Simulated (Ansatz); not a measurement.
Take ZnSe in the zinc blende structure (space group F-43m, No. 216; a = 5.666 Å) as the base. Axes: x, y, z lie along the cube axes.

Perturbation: a pure shear with ε_xy = ε_yx = -0.0247, atoms relaxed at fixed cell.

Levels (all Ansatz, a quantum-chemistry and plane-wave program, PAW, earlier PAW set): r2SCAN (500 eV, spin-orbit coupling left out); HSE06 (420 eV, spin-orbit coupling left out); HSE06+SOC (420 eV, noncollinear with spin-orbit coupling).

One geometry, relaxed with r2SCAN, under each level:

The valence-band top lists the three highest levels at Γ (Kramers pairs under SOC), from the VBM.

| level | band gap | lowest conduction level above the VBM at special points | valence-band top at Γ |
|---|---|---|---|
| r2SCAN | 1.68 eV | Γ 1.68 eV; R 2.70 eV; X 2.96 eV | 0.00, -0.17, -0.29 eV |
| HSE06 | 2.23 eV | Γ 2.23 eV; R 3.30 eV; X 3.50 eV | – |
| HSE06+SOC | 2.14 eV | Γ 2.14 eV; R 3.21 eV; X 3.41 eV | 0.00, -0.19, -0.57 eV |

Single points use the geometry relaxed with r2SCAN. Differences between runs with and without spin-orbit coupling are approximate. The cells carry an imposed strain or load. Stability against distortions was not tested. k-point labels follow each cell's own Brillouin zone.
